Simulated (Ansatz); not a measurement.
# CdS under a change: electrons 1.0×10^22 cm⁻³

Consider CdS in the zinc blende structure (space group F-43m, No. 216; a = 5.878 Å).

It is then changed as follows: electron doping at 1.0×10^22 cm⁻³ (0.508 per cell), with a uniform compensating background at fixed cell and a 300 K Fermi–Dirac width.

Level of theory: DFT with r2SCAN, PAW potentials and a 500 eV plane-wave cutoff in Ansatz (a first-principles code), no spin-orbit coupling. k-mesh 22×22×22 (Γ-centred); smearing 0.0259 eV (Fermi–Dirac).

| quantity | base | changed | shift |
|---|---|---|---|
| gap between the host's bands | 1.54 eV | 1.29 eV | -0.25 eV |
| gap character | direct at Γ | direct at Γ | – |
| Fermi level relative to the doped band's edge (positive inside the band; to 0.05 eV) | – | +2.50 eV | – |

Carriers are added with a uniform compensating background; total energy and stress of such cells depend on the potential's zero and are not compared; many-body gap narrowing is missing at this level. No phonon test of stability was made.
